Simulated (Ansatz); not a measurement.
The decay constant κ of evanescent states in the gap governs leakage through a thin film.

Data:

```yaml
crystal:
  lattice:
    - [4.78344, 0.00000, 0.00000]
    - [0.00000, 9.56713, 0.00000]
    - [2.39172, 0.00000, 2.39159]
  atoms:
    - { symbol: Ca, position: [0.74999, 0.12500, 0.00000] }
    - { symbol: Ca, position: [0.25001, 0.87500, 0.00000] }
    - { symbol: Ca, position: [0.75001, 0.62500, 0.00000] }
    - { symbol: Ca, position: [0.24999, 0.37500, 0.00000] }
    - { symbol: O, position: [0.75001, 0.37500, 0.00000] }
    - { symbol: O, position: [0.24999, 0.62500, 0.00000] }
    - { symbol: O, position: [0.74999, 0.87500, 0.00000] }
    - { symbol: O, position: [0.25001, 0.12500, 0.00000] }
```

Space group of this cell: Fm-3m, rock salt. The cell was relaxed by PBE-D3(BJ); by r2SCAN its mean pressure is 0.9 GPa.

Transport runs along the normal of the first two printed cell vectors, the (100) plane of the conventional cell.

The gap is the functional's own, uncorrected, and κ follows it; spin-orbit coupling is left out. Mid-gap values are interpolated between the computed energies.

Problem. State the band gap and the smallest decay constant κ at mid-gap according to r2SCAN (Ansatz, a first-principles code).

Solution. Gap 4.20 eV on a 12×4×12 mesh; κ = 0.325 1/Å, at the zone centre.
